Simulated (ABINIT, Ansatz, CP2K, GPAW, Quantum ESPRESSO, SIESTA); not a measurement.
One structure in several programs: Hf3Pt (P6_3/mmc, 8 atoms in the cell)

Self-consistent single point, at a second geometry (lattice scaled by 0.98). First geometry:

```yaml
crystal:
  lattice:
    - [5.98855, 0.00000, 0.00000]
    - [-2.99428, 5.18624, 0.00000]
    - [0.00000, 0.00000, 5.13953]
  atoms:
    - { symbol: Hf, position: [0.34345, 0.17172, 0.75000] }
    - { symbol: Hf, position: [0.65655, 0.82827, 0.25000] }
    - { symbol: Hf, position: [0.17172, 0.34345, 0.25000] }
    - { symbol: Hf, position: [0.82827, 0.65655, 0.75000] }
    - { symbol: Hf, position: [0.82827, 0.17172, 0.75000] }
    - { symbol: Hf, position: [0.17172, 0.82827, 0.25000] }
    - { symbol: Pt, position: [0.66667, 0.33333, 0.25000] }
    - { symbol: Pt, position: [0.33333, 0.66667, 0.75000] }
```

Shared settings, as Ansatz (a first-principles code) writes them: kpoints.mp_grid.grid = 4 4 4; scf.occupations.method = gaussian; scf.occupations.width = 0.1 eV. Potentials and cutoffs stand in the table.

```json
[
 {"code": "ABINIT", "model": "PBEsol, PAW (JTH v2.0 PBE PAW, files made for PBE)", "ΔF from the first geometry (meV/atom)": "-9.0", "pressure (GPa)": "3.16", "largest force (eV/Å)": "0.040", "cutoff": "21 Ha"},
 {"code": "SIESTA", "model": "GGA PBEsol, numerical atomic orbitals TZP, PseudoDojo PBEsol standard norm-conserving potentials (rewritten from UPF to PSML)", "ΔF from the first geometry (meV/atom)": "-30.5", "pressure (GPa)": "0.64", "largest force (eV/Å)": "0.058", "cutoff": "grid 300 Ry"},
 {"code": "Ansatz", "model": "PBEsol, PAW files made with PBE", "ΔF from the first geometry (meV/atom)": "-7.8", "pressure (GPa)": "3.56", "largest force (eV/Å)": "0.059", "cutoff": "default"},
 {"code": "GPAW", "model": "PBEsol, GPAW PAW datasets PBEsol (made by gpaw-setup)", "ΔF from the first geometry (meV/atom)": "-4.3", "pressure (GPa)": "4.12", "largest force (eV/Å)": "0.074", "cutoff": "550 eV"},
 {"code": "Quantum ESPRESSO", "model": "PBEsol, GBRV 1.5 ultrasoft (PBESOL) pseudopotentials", "ΔF from the first geometry (meV/atom)": "-7.6", "pressure (GPa)": "2.79", "largest force (eV/Å)": "0.037", "cutoff": "40 Ry"},
 {"code": "CP2K", "model": "PBEsol, GPW, DZVP-MOLOPT-SR-GTH basis, GTH-PBE potentials (GTH_POTENTIALS)", "ΔF from the first geometry (meV/atom)": "-5.9", "pressure (GPa)": "3.89", "largest force (eV/Å)": "0.141", "cutoff": "grid 500 Ry"}
]
```

For Quantum ESPRESSO (by 0.8 GPa) the energy change implies a higher mean pressure, against the two pressures, than for the other programs: a sign of finite-basis (Pulay) stress.

On Ansatz's run: spin-orbit coupling is off. Spin polarisation is off.

The spread over the programs that give each value: ΔF from the first geometry within 26.2 meV/atom; pressure within 3.48 GPa; largest force within 0.104 eV/Å.

SIESTA and CP2K use small atom-centred bases, whose incompleteness enters pressures, forces and empty levels differently from a plane-wave cutoff. Ansatz's pressure is given at a fixed set of plane waves, as the other plane-wave codes print theirs; with its correction for the finite basis it is 3.62 GPa. In the pressure, SIESTA (by 2.72) lies more than 1 GPa from the median of the plane-wave programs. In the force vectors, CP2K (by 0.191) lies more than 0.08 eV/Å from the median of the plane-wave programs.

The starting cell comes from a database of computed structures (which also holds hypothetical and non-ambient phases and stackings), without a prior relaxation at this level. For this run, on top of that: lattice scaled by 0.98.

Left out of this page: FLEUR (not drawn, or without a comparable value).

Keys are those of Ansatz 0.2.
